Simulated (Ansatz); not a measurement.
**PbS: response to strain**

Base system: PbS in the rock salt structure (space group Fm-3m, No. 225; a = 5.903 Å).

Strains are applied to the cell and any free atomic positions relax.

Computed with PBEsol in Ansatz (plane waves to 420 eV, PAW, no spin-orbit coupling).

Candidates:
(a) isotropic strain −1.50 %
(b) isotropic strain +2.50 %
(c) isotropic strain −1.00 %
(d) isotropic strain +1.50 %

Notes on the quantities. energy relative to the base: free energy F.

**Question.** Order them by energy relative to the base, lowest first.

**Answer.** (c) isotropic strain −1.00 % (+4.4 meV/atom), (d) isotropic strain +1.50 % (+9.3 meV/atom), (a) isotropic strain −1.50 % (+10 meV/atom), (b) isotropic strain +2.50 % (+25 meV/atom)

Stability against distortions was not tested. All final runs are without spin polarisation.

Ansatz is a first-principles code.
